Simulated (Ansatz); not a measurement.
Worked example: self-consistent single point of LaAl3Cu (I4mm, 5 atoms in the cell) in Ansatz (a program for electronic structure).

Method: PBEsol, default PAW files made with PBE (plane waves; Ansatz).

The change in words: lattice scaled by 0.98; basis.ecutrho_ratio: default → 16. Reference geometry:
```
CELL_PARAMETERS angstrom
     -2.12922     2.12922     5.30752
      2.12922    -2.12922     5.30752
      2.12922     2.12922    -5.30752
ATOMIC_POSITIONS crystal
  La 0.00190 0.00190 0.00000
  Al 0.40289 0.40289 0.00000
  Al 0.24655 0.74655 0.50000
  Al 0.74655 0.24655 0.50000
  Cu 0.63082 0.63082 0.00000
```

Reference input (self-consistent single point, DFT, PBEsol, plane waves, default PAW files made with PBE): basis.ecutwfc = 30.9 Ry; kpoints.mp_grid.grid = 8 8 8; hamiltonian.xc = pbesol; hamiltonian.pseudopotentials = {kind: paw} (the program's default PAW files); scf.occupations.method = gaussian; scf.occupations.width = 0.0073 Ry. This run's input differs from it in these lines:

Ansatz 0.2 input:
```diff
@@ -3,5 +3,5 @@
   lattice:
-    - [-2.129225, 2.129225, 5.307519]
-    - [2.129225, -2.129225, 5.307519]
-    - [2.129225, 2.129225, -5.307519]
+    - [-2.086640, 2.086640, 5.201369]
+    - [2.086640, -2.086640, 5.201369]
+    - [2.086640, 2.086640, -5.201369]
   atoms:
@@ -14,2 +14,3 @@
   ecutwfc: 30.9 Ry
+  ecutrho_ratio: 16
 kpoints:
```

Output, abridged:

```
SCF iter   1: F=—  HF=-14325.964272 eV  |F-HF|=—  |Δ(HF+E_count)|=         —  Δρ=5.78e-3  dr2=3.53e-2  ethr=1.77e-3  ⟨swp⟩=5.9  Hψ=6730  notcnv=0
all-band conjugate gradients solve this SCF's bands
preconditioner: auto → Kerker (q_TF=auto, 2.371 Å⁻¹)
SCF iter   2: F=—  HF=-14325.962339 eV  |F-HF|=—  |Δ(HF+E_count)|=   1.93e-3  Δρ=6.32e-3  dr2=3.43e-2  ethr=9.06e-5  ⟨swp⟩=2.1  Hψ=3137  notcnv=0  defer=11
   [... lines left out ...]
SCF iter   5: F=—  HF=-14325.955280 eV  |F-HF|=—  |Δ(HF+E_count)|=   9.28e-5  Δρ=1.55e-4  dr2=2.50e-5  ethr=9.43e-7  ⟨swp⟩=2.0  Hψ=2337  notcnv=0  defer=11
SCF iter   6: F=—  HF=-14325.955277 eV  |F-HF|=—  |Δ(HF+E_count)|=   3.08e-6  Δρ=3.28e-5  dr2=1.10e-6  ethr=6.42e-8  ⟨swp⟩=2.1  Hψ=2150  notcnv=0  defer=6
SCF iter   7: F=—  HF=-14325.955277 eV  |F-HF|=—  |Δ(HF+E_count)|=   1.35e-7  Δρ=2.21e-5  dr2=2.83e-7  ethr=2.83e-9  ⟨swp⟩=2.0  Hψ=2124  notcnv=0  defer=5
SCF iter   8: F=-14325.955276 eV  HF=-14325.955276 eV  |F-HF|=1.46e-8  |Δ(HF+E_count)|=   3.09e-8  Δρ=3.34e-6  dr2=6.44e-9  ethr=2.56e-10  ⟨swp⟩=9.0  Hψ=6764  notcnv=0
SCF 1 converged in 8 iterations: F = -14325.955276 eV  dr2 = 6.44e-9
Free energy (F): -14325.955276 eV
Internal energy: -14325.949742 eV  (E = F + TS)
E sigma→0 (E₀):  -14325.952509 eV
Entropy (-TS):   -0.005534 eV (-1.107 meV/atom)
Fermi energy:    10.634561 eV
--- Forces (eV/Å), atoms counted from 1 ---
  atom   1  La     0.00000000     0.00000000    -0.24036109
  atom   2  Al    -0.00000000     0.00000000     0.16189996
  atom   3  Al    -0.00000000    -0.00000000     0.09571056
  atom   4  Al     0.00000000     0.00000000     0.09571056
  atom   5  Cu     0.00000000    -0.00000000    -0.11296505
--- Stress (GPa, compression-positive) ---
        5.660012       0.000000      -0.000000
        0.000000       5.660012       0.000000
        0.000000       0.000000       5.767949
  P = ⅓ Tr σ = 5.6960 GPa (56.960 kbar)
  The stress holds the Pulay correction. Without it, at fixed plane waves, as pw.x and ABINIT print it: P = 5.6537 GPa
```

The run converged in 8 iterations. Against the reference run the free energy goes up by 18.1 meV/atom, the pressure goes from -0.27 to 5.70 GPa and the largest force goes from 0.194 to 0.240 eV/Å.

The starting cell comes from a database of computed structures (which also holds hypothetical and non-ambient phases and stackings), without a prior relaxation at this level. Its lattice was rescaled by up to half a per cent. One atom was moved a little off its site on purpose. For this run, on top of that: lattice scaled by 0.98. Spin polarisation is off. Ansatz's pressure includes its estimate of the finite-basis (Pulay) stress.
